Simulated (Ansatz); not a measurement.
Structures of equal composition on the (111) surface of fcc Rh: a layer of Ge in place of the second plane; a layer of Ge in place of the third plane. The slabs share one bottom face, and each structure is named by its start. These are constructed structures in small cells; real faces may alloy, dewet or reconstruct in larger ones, and not all known structures of the face are among them. Slabs of about 11 Å, Fermi-Dirac smearing of 0.1 eV. Bottom of the slabs: a bare face, its two planes held. Relaxed from the named starts with such symmetry as they have, on meshes of like density; energies extrapolated to zero smearing; spin only where a row says so; no spin-orbit coupling, no U. Brackets mark spin-polarised runs, whose order is one that fits the cell.

The numbers are results of PBE (plane waves to 420 eV, PAW; Ansatz, a program for electronic structure), not measurements.

Problem. Rank these by energy per 1x1 cell (lowest first), as PBE gives it.

Solution. a layer of Ge in place of the second plane (0.000 eV), a layer of Ge in place of the third plane (0.362 eV)
